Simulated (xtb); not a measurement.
xtb 6.7.1, GFN2-xTB: CC1(C)c2ccsc2-c2sc([Si](C)(C)c3cc4sccc4s3)cc21, 42 atoms. The geometry is a generated start, not checked to be a minimum at this level.

```
Item                      Result
-----------------  -------------
run flags                 --grad
method                  GFN2-xTB
--acc                1 (default)
--etemp (K)        300 (default)
basis functions              144
valence electrons            122
```

One run each on 1 thread. Values of broydamp tried: 0.02, 0.05, 0.1, 0.2, 0.4 (default), 0.6, 0.8, 1.

Task: Which value of broydamp needs the fewest SCC iterations, and what happens away from it?

Result: Fewest SCC iterations, within one of each other: 0.2 with 14, 0.4 (default) with 14, 0.6 with 15, 0.8 with 15. The count rises to 22 at 0.02. All converge to one solution.

| broydamp | SCC iterations | end |
|---|---|---|
| 0.02 | 22 | same solution |
| 0.05 | 20 | same solution |
| 0.1 | 17 | same solution |
| 0.2 | 14 | same solution |
| 0.4 (default) | 14 | same solution |
| 0.6 | 15 | same solution |
| 0.8 | 15 | same solution |
| 1 | 17 | same solution |
